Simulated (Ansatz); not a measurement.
Candidates (primitive cells; geometry: relaxed with this functional, without spin-orbit coupling):
A. LaPb$_{3}$ (Pm-3m), a = b = c = 4.8802 Å, α = β = γ = 90.00°
B. ReB$_{2}$ (P6_3/mmc), a = b = 2.8921 Å, c = 7.4481 Å, α = β = 90.00°, γ = 120.00°
C. LaCu2 (P6/mmm), a = b = 4.268 Å, c = 3.765 Å, α = β = 90.00°, γ = 120.00°

Task: Rank these by electron-phonon coupling λ (highest first), as PBEsol, DFPT electron-phonon coupling, linearised Boltzmann equation in Ansatz (a quantum-chemistry and plane-wave program) gives it.

Result: A (0.67), C (0.41), B (0.22)

Metals; harmonic phonons. Halving the electron mesh moves these values by up to 5 %; q meshes are mostly untested. Spin-orbit coupling is left out.

Formula and space group known from diffraction (Crystallography Open Database), not checked to be the room-temperature form: LaCu2 (P6/mmm), LaPb3 (Pm-3m), ReB2 (P6_3/mmc). The missing spin-orbit coupling matters most for LaPb3 (Pm-3m), ReB2 (P6_3/mmc).
